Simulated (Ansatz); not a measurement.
Reference: CsH (Pm-3m), PBEsol, rigid bands (plane waves, PAW, scalar-relativistic; Ansatz, an electronic-structure program); geometry: cell and atoms relaxed with PBEsol.

```yaml
crystal:
  lattice:
    - [3.72468, 0.00000, 0.00000]
    - [0.00000, 3.72468, 0.00000]
    - [0.00000, 0.00000, 3.72468]
  atoms:
    - { symbol: Cs, position: [0.00000, 0.00000, 0.00000] }
    - { symbol: H, position: [0.50000, 0.50000, 0.50000] }
```

| Item | Result |
|---|---|
| band gap | 2.54 eV |
| electron conductivity mass | 0.55 mₑ |
| Seebeck coefficient, n-type 1e19 cm⁻³ | -331 μV/K |

**Question.** Replace H by Br on the same sites and relax. What happens?

**Answer.** CsBr (Pm-3m): volume per atom 25.8 to 38.2 Å³; band gap rises (2.54 eV to 4.45 eV); electron conductivity mass falls (0.55 mₑ to 0.30 mₑ); Seebeck coefficient, n-type 1e19 cm⁻³ falls in size (-331 μV/K to -155 μV/K).

**Question.** Swap H for Cl, keeping the structure type. How do these values move?

**Answer.** CsCl (Pm-3m): volume per atom 25.8 to 33.7 Å³; band gap rises (2.54 eV to 5.23 eV); electron conductivity mass stays about the same (0.55 mₑ to 0.57 mₑ); Seebeck coefficient, n-type 1e19 cm⁻³ stays about the same (-331 μV/K to -321 μV/K).

**Question.** Replace H by Au on the same sites and relax. What happens?

**Answer.** CsAu (Pm-3m): volume per atom 25.8 to 36.0 Å³; band gap falls (2.54 eV to 0.79 eV); electron conductivity mass falls (0.55 mₑ to 0.23 mₑ); Seebeck coefficient, n-type 1e19 cm⁻³ falls in size (-331 μV/K to -222 μV/K).

Moves up to 5 % count as about the same. Masses are for dilute carriers at 300 K, harmonic means over directions unless an axis is named. Seebeck coefficients are for the stated density at 300 K, with one relaxation time for all states and whether or not that doping can be reached. Spin-orbit coupling is left out.

Formula and space group known from diffraction (Crystallography Open Database), not checked to be the room-temperature form: CsAu (Pm-3m). Computed structure with no diffraction record at hand here (it may be known, metastable or hypothetical): CsH (Pm-3m). The missing spin-orbit coupling matters most for CsAu (Pm-3m).
